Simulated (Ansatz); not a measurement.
# What isotropic strain +1.50 % does to LiNbO3

Take LiNbO3 (space group R3c, No. 161; a = 5.190 Å, c = 14.015 Å (hexagonal axes)) as the base.

One thing is altered: the cell is scaled by 1.0150 in all directions, atoms relaxed at fixed cell.

Level of theory: PBE (Ansatz, an electronic-structure program; PAW; 420 eV plane waves; no SOC). Settings: 8×8×8 k-points, 0.05 eV Fermi–Dirac smearing.

```tsv
quantity	base	changed	shift
space group	R3c (No. 161)	R3c (No. 161)	–
energy relative to the base (free energy F)	0 meV/atom	+6.5 meV/atom	+6.5 meV/atom
pressure (mean of the normal stresses, compression positive)	0.01 GPa	-3.97 GPa	-3.974 GPa
band gap (an upper bound: an edge found on the path is not a true extremum; the changed cell)	3.54 eV	3.53 eV	-0.01 eV
```

Cost of the whole job for the changed cell (relaxation, final SCF and bands): around 4 core-minutes (rough).

Whether these cells are dynamically stable was not tested.
